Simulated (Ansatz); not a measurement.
Base system: WSi$_{2}$ (space group I4/mmm, No. 139; a = 3.229 Å, c = 7.870 Å; relaxed with 0.1 eV smearing). Axes: x, y, z lie along a, b, c of the conventional cell.

Level of theory: Ansatz (a quantum-chemistry and plane-wave program), PBE, PAW, cutoff 420 eV, no SOC.

For the base:

| Item | Value |
|---|---|
| Shortest interatomic distance | 2.605 Å |

Perturbation: biaxial strain +1.00 %, plane normal [001], relaxed out of plane (Cartesian); in-plane vectors clamped, the third vector and the atoms free.

Task: Predict the new ratio −ε⊥/ε∥ and shortest interatomic distance.

Result: The ratio −ε⊥/ε∥ amounts to 0.34; the shortest interatomic distance drops by 0.013 Å (2.605 Å → 2.592 Å).

No phonon test of stability was made. All final runs are without spin polarisation.
